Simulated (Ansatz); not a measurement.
Input and output of a self-consistent single point for SbAs (R3m, 2 atoms in the cell) (Ansatz, a first-principles code)

Level of theory: LDA (PW92), default PAW files made with PBE (plane waves; Ansatz).

The input file:

Ansatz 0.2 input:
```yaml
crystal:
  lattice:
    - [2.02661700, 1.17006800, 3.70544300]
    - [-2.02661700, 1.17006800, 3.70544300]
    - [0.00000000, -2.34013500, 3.70544300]
  atoms:
    - { symbol: Sb, position_ang: [-0.00000000, 0.00000023, 2.54675097] }
    - { symbol: As, position_ang: [-0.00000000, 0.00000077, 8.56954468] }
basis:
  ecutwfc: 420.0 eV
kpoints:
  mp_grid: { grid: [10, 10, 10] }
hamiltonian:
  xc: lda
  pseudopotentials: { kind: paw }
scf:
  occupations: { method: fermi_dirac, width: 0.1 eV }
output:
  forces: true
  eigenvalues: true
  stress: true
```

Log, with long lists cut:

```
WARN ansatz: RAYON_NUM_THREADS=1 ignored (pool sized by the plan → 1); use --threads N
Pseudopotentials: kind: paw
Pseudopotential: Sb, paw, valence charge 15
Pseudopotential: As, paw, valence charge 15
Crystal: 2 atoms, lattice volume = 52.720 Å³
Basis set: ecut = 420 eV, 1015 PW (Γ)
Bands: 19, of which v1, the nominal top of the filled ones, is band 15 counted from 1 (14 counted from 0)
Symmetry: 6 space group operations
Space group: R3m (ITA 160), of the structure as read, at distance tolerance 3.7e-5 Å
k-points: 116 of 1000 (time reversal used)
PAW frozen core: Sb, regenerated for the run's functional, and the local potential with it
PAW frozen core: As, regenerated for the run's functional, and the local potential with it
Initial density: superposition of atomic densities (neutral atoms: chi_scale 0, normalization atom), corrected by the library's trained network
Initial wavefunctions: pseudopotential atomic-orbital guess
Eigensolver: davidson
Functional: x = slater, c = lda
SCF iter   1: F=—  HF=-11109.480364 eV  |F-HF|=—  |Δ(HF+E_count)|=         —  Δρ=5.75e-3  dr2=1.03e-2  ethr=1.77e-3  ⟨swp⟩=5.6  Hψ=10842  notcnv=0
all-band conjugate gradients solve this SCF's bands
preconditioner: auto → Kerker (q_TF=auto, 2.484 Å⁻¹)
SCF iter   2: F=—  HF=-11109.476348 eV  |F-HF|=—  |Δ(HF+E_count)|=   4.02e-3  Δρ=3.24e-3  dr2=3.17e-3  ethr=3.45e-5  ⟨swp⟩=1.5  Hψ=3215  notcnv=0
SCF iter   3: F=—  HF=-11109.475322 eV  |F-HF|=—  |Δ(HF+E_count)|=   1.03e-3  Δρ=4.68e-4  dr2=1.79e-4  ethr=1.06e-5  ⟨swp⟩=2.4  Hψ=3054  notcnv=0
SCF iter   4: F=—  HF=-11109.475259 eV  |F-HF|=—  |Δ(HF+E_count)|=   6.29e-5  Δρ=1.98e-4  dr2=2.82e-5  ethr=5.98e-7  ⟨swp⟩=2.0  Hψ=3945  notcnv=0
SCF iter   5: F=—  HF=-11109.475246 eV  |F-HF|=—  |Δ(HF+E_count)|=   1.33e-5  Δρ=4.50e-5  dr2=1.80e-6  ethr=9.39e-8  ⟨swp⟩=2.0  Hψ=3946  notcnv=0
SCF iter   6: F=—  HF=-11109.475245 eV  |F-HF|=—  |Δ(HF+E_count)|=   8.52e-7  Δρ=2.46e-5  dr2=5.47e-7  ethr=5.99e-9  ⟨swp⟩=2.0  Hψ=3937  notcnv=0
SCF iter   7: F=-11109.475245 eV  HF=-11109.475245 eV  |F-HF|=2.12e-8  |Δ(HF+E_count)|=   2.31e-7  Δρ=9.19e-6  dr2=8.21e-8  ethr=3.33e-10  ⟨swp⟩=3.1  Hψ=9068  notcnv=0
SCF 1 converged in 7 iterations: F = -11109.475245 eV  dr2 = 8.21e-8
SCF converged after 7 iterations
Free energy (F): -11109.475245 eV
Harris-Foulkes:  -11109.475245 eV  (|F-HF|=2.12e-8)
Internal energy: -11109.466457 eV  (E = F + TS)
E sigma→0 (E₀):  -11109.470851 eV
Entropy (-TS):   -0.008788 eV (-4.394 meV/atom)
Fermi energy:    9.719634 eV
--- Per-component energies (eV) ---
  E_band       = -420.621214
  E_kinetic    = 311.041292
  E_local      = -3352.769655  (includes V_loc(G=0)·N_el)
  E_nonlocal   = -299.436853
  E_hartree    = 1682.040625
  E_xc         = -216.833557
  E_vxc        = -176.833205  (∫ρ·V_xc dr)
  E_paw        = -6179.270754  (= ΣΔE_a)
  E_vpaw       = -266.702390  (= ΣTr[D̂ρ^β])
  E_aug_tail   = 0.000007  (compensation charges beyond the density's cutoff)
  E_ewald      = -3056.871615
  E_core_change = 2.634054  (= ΣΔE_core)
  E_smearing   = -0.008788  (= −TS)
  E_closure    = -0.000000  (closes the sum)
  Σ components = -11109.475245   (vs F -11109.475245, Δ=0.00e0)
--- Forces (eV/Å), atoms counted from 1 ---
  atom   1  Sb    -0.00000000     0.00000000     0.07252338
  atom   2  As     0.00000000    -0.00000000    -0.07251860
  max |Σ_I F_I| component: 4.78e-6 eV/Å
--- Stress (GPa, compression-positive) ---
       -2.321244       0.000000       0.000000
        0.000000      -2.321244      -0.000000
        0.000000      -0.000000      -2.935461
  P = ⅓ Tr σ = -2.5260 GPa (-25.260 kbar)
  The stress holds the Pulay correction. Without it, at fixed plane waves, as pw.x and ABINIT print it: P = -2.5613 GPa
--- Band table (eV; the first three rows and the last of 116) ---
  k-point 0: bands = ["-26.3454", "-26.3454", "-26.3327", "-26.3327", "-26.3263", "-19.5777", "-19.5777", "-19.5467", "-19.5467", "-19.5386", "-3.9663", "4.0938", "7.4547", "7.9129", "7.9129", "11.5862", "12.5558", "12.5558", "15.8482"]
  k-point 1: bands = ["-26.3453", "-26.3453", "-26.3327", "-26.3327", "-26.3262", "-19.5779", "-19.5768", "-19.5470", "-19.5469", "-19.5380", "-3.8506", "3.7033", "7.5019", "7.8511", "7.9211", "11.6744", "12.2446", "12.3816", "15.1651"]
  k-point 2: bands = ["-26.3452", "-26.3450", "-26.3326", "-26.3326", "-26.3261", "-19.5786", "-19.5746", "-19.5478", "-19.5475", "-19.5365", "-3.5079", "2.7466", "7.4194", "7.7054", "8.1750", "11.2857", "11.7445", "11.9012", "14.9514"]
  k-point 115: bands = ["-26.3453", "-26.3453", "-26.3322", "-26.3322", "-26.3261", "-19.5791", "-19.5791", "-19.5447", "-19.5447", "-19.5369", "-2.7433", "0.4481", "8.2459", "8.2459", "9.0385", "10.3972", "10.3972", "11.2168", "16.8845"]
```

The run converged in 7 iterations.

The starting cell comes from a database of computed structures (which also holds hypothetical and non-ambient phases and stackings), without a prior relaxation at this level. Its lattice was rescaled by up to half a per cent. Spin-orbit coupling is off. Ansatz's pressure includes its estimate of the finite-basis (Pulay) stress. The run gives no clean gap (levels at the Fermi energy touch, overlap or are partly filled at this smearing), which alone does not show that the compound is a metal.
